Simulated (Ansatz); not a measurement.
Start from CaTiO3 in the cubic perovskite structure (space group Pm-3m, No. 221; a = 3.841 Å; a model cell). Axes: x, y, z lie along the cube axes.

Modification: a pure shear with ε_yz = ε_zy = 0.0394, atoms relaxed at fixed cell.

Levels (all Ansatz, an electronic-structure program, PAW): PBEsol (420 eV, no spin-orbit coupling); PBEsol+SOC (420 eV, noncollinear with spin-orbit coupling).

The geometry is relaxed with PBEsol.

| Quantity | Result |
|---|---|
| PBEsol lowest conduction level above the VBM at special points | Γ 1.64 eV; Z 1.96 eV; S 1.98 eV; C₀ 3.79 eV |
| PBEsol pressure | 0.38 GPa |
| PBEsol smallest direct gap | 1.90 eV |

Question: Predict the lowest conduction level above the VBM at special points, pressure and smallest direct gap from PBEsol+SOC.

Answer: The lowest conduction level above the VBM at special points changes from Γ 1.64 eV; Z 1.96 eV; S 1.98 eV; C₀ 3.79 eV to Γ 1.63 eV; Z 1.96 eV; S 1.98 eV; C₀ 3.79 eV; the pressure is still 0.38 GPa; the smallest direct gap stays 1.90 eV.

Single points use the geometry relaxed with PBEsol. Differences between runs with and without spin-orbit coupling are approximate. The cells carry an imposed strain or load. Whether these cells are dynamically stable was not tested. The runs without spin-orbit coupling are not spin-polarised. Many cubic perovskites are stable only at high temperature; tilts and polar distortions were not tested. Labels are those of the standard path for the cell's own space group.
